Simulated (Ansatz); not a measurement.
Start from HgS in the zinc blende structure (space group F-43m, No. 216; a = 5.8759 Å). Axes: x, y, z lie along the cube axes.

Computed with Ansatz (a quantum-chemistry and plane-wave program) PBEsol, no spin-orbit coupling.

Before the change:

```
Property           Result
---------------  --------
Volume per atom  25.36 Å³
Pressure          0.0 GPa
Band gap             zero
```

Perturbation: biaxial strain −2.50 %, plane normal [111], relaxed out of plane (Cartesian); in-plane vectors clamped, the third vector and the atoms free.

Question: What does the calculation give for the energy relative to the base, volume per atom, pressure and band gap after the change?

Answer: The energy grows by 9.1 meV/atom; the volume per atom decreases by 0.664 Å³ to 24.69 Å³; the pressure (mean of the normal stresses, compression positive) goes from zero to 1.5 GPa; the band gap stays zero.

The mesh was chosen for an insulator and is coarse for the gapless case. With Hg present, leaving out spin-orbit coupling can change the band edges. Stability against distortions was not tested. All final runs are without spin polarisation. The zero or small gap of HgS can change with the level of theory.
